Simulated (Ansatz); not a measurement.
Sn, response to strain

The parent structure is Sn in the diamond structure (space group Fd-3m, No. 227; a = 6.4745 Å; relaxed with 0.1 eV smearing). Axes: x, y, z lie along the cube axes.

Strains are applied to the cell and any free atomic positions relax; under biaxial strain the out-of-plane vector relaxes too.

Computed with LDA (Ansatz, a program for electronic structure), spin-orbit coupling left out.

Candidates:
(a) biaxial strain −3.00 %, plane normal [001], relaxed out of plane
(b) biaxial strain −1.50 %, plane normal [001], relaxed out of plane
(c) biaxial strain +0.50 %, plane normal [001], relaxed out of plane
(d) biaxial strain −2.00 %, plane normal [001], relaxed out of plane

### Question
Order them by out-of-plane strain, lowest first.

### Answer
(c) biaxial strain +0.50 %, plane normal [001], relaxed out of plane (-0.53 %), (b) biaxial strain −1.50 %, plane normal [001], relaxed out of plane (+1.53 %), (d) biaxial strain −2.00 %, plane normal [001], relaxed out of plane (+2.04 %), (a) biaxial strain −3.00 %, plane normal [001], relaxed out of plane (+3.06 %)

Whether these cells are dynamically stable was not tested.
